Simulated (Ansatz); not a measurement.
**Pressure series in LiMnO2**

The parent structure is LiMnO2 (space group C2/m, No. 12; a = 5.4527 Å, b = 2.7921 Å, c = 5.3727 Å, α = 90.00°, β = 116.42°, γ = 90.00°; ferromagnetic; a cell from a computed database, its experimental status unchecked).

Cell and atoms are relaxed at each pressure.

All numbers come from PBEsol (Ansatz, a program for electronic structure), scalar-relativistic without spin-orbit coupling.

| pressure (GPa) | volume per atom (Å³/atom) |
|---|---|
| -2 | 9.369 |
| -1 | 9.256 |
| 0 | 9.156 |
| 0.7 | 9.091 |
| 1.5 | 9.020 |
| 3 | 8.895 |
| 5 | ? |
| 7.5 | 8.566 |
| 10 | 8.399 |

Problem. Fit the third-order Birch–Murnaghan form P(V) = (3B₀/2)[(V₀/V)^(7/3) − (V₀/V)^(5/3)]·[1 + (3/4)(B₀′ − 4)((V₀/V)^(2/3) − 1)] (squares taken in P) to the rows shown and predict the withheld row.

Solution. Least squares on the printed values gives V₀ = 9.159 Å³/atom, B₀ = 95.5 GPa, B₀′ = 4.5; this predicts 8.738 Å³/atom, and the run gives 8.742 Å³/atom, 0.004 higher.

The mesh was chosen for an insulator and is coarse for the gapless case. Load acts through the strain it causes; cell and atoms are relaxed under it. No phonon test of stability was made. Competing high-pressure phases were not computed. No Hubbard U is applied and the magnetic state is the run's own (LiMnO2 ferromagnetic); other magnetic orders, which need larger cells, were not tried and can change the gap.
